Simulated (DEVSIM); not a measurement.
Device: abrupt InP n-p junction, at 300 K.

| layer (left to right) | material | thickness (μm) | Nd (cm⁻³) | Na (cm⁻³) | τn (s) | τp (s) |
|---|---|---|---|---|---|---|
| 1 | InP | 27.0 | 6.7e15 | - | 1.2e-8 | 1.2e-8 |
| 2 | InP | 2.30 | - | 1.6e16 | 1.2e-8 | 1.2e-8 |

Left contact: ohmic. Right contact: ohmic. Voltage is applied to the left contact. Recombination: SRH at mid-gap, radiative, Auger. Mobility is μmin + (μ − μmin)/(1 + (N/Nref)^α).

This is a model device: material constants are rounded textbook-type values typed into the input, and sizes, dopings and lifetimes were drawn at random. Values at 300 K.

| parameter | InP |
|---|---|
| gap (eV) | 1.344 |
| affinity (eV) | 4.38 |
| permittivity | 12.5 |
| Nc (cm⁻³) | 5.7e17 |
| Nv (cm⁻³) | 1.1e19 |
| μn (cm²/Vs) | 5200 |
| μp (cm²/Vs) | 170 |
| μn,min | 400 |
| μp,min | 10 |
| Nref,n | 3e17 |
| Nref,p | 4.9e17 |
| αn | 0.47 |
| αp | 0.62 |
| B (cm³/s) | 1.2e-10 |
| Cn (cm⁶/s) | 9e-31 |
| Cp (cm⁶/s) | 9e-31 |

Model (solved in DEVSIM): 1D drift-diffusion, Boltzmann statistics, complete ionisation; no tunnelling, impact ionisation, image-force lowering or self-heating.

The doping Na of layer 2 was swept, all else fixed.

| doping Na of layer 2 (cm^-3) | potential step across the device at zero bias (V) | dark forward voltage at 1 A/cm² (V) | largest field in the device at zero bias (V/cm) | dark forward voltage at 100 A/cm² (V) |
|---|---|---|---|---|
| 4.8e14 | 0.970 | 0.798 | 11000 | 0.999 |
| 1.6e15 | 1.001 | 0.833 | 19000 | 1.023 |
| 4.8e15 | 1.029 | 0.864 | 28000 | 1.045 |
| 1.6e16 | 1.060 | 0.896 | 37000 | 1.075 |
| 4.8e16 | 1.089 | 0.923 | 42000 | 1.099 |
| 1.6e17 | 1.120 | 0.944 | 46000 | 1.127 |
| 4.8e17 | 1.148 | 0.954 | 53000 | 1.144 |

From the first row to the last the potential step across the device at zero bias goes from 0.970 to 1.148. From the first row to the last the dark forward voltage at 1 A/cm² goes from 0.798 to 0.954.
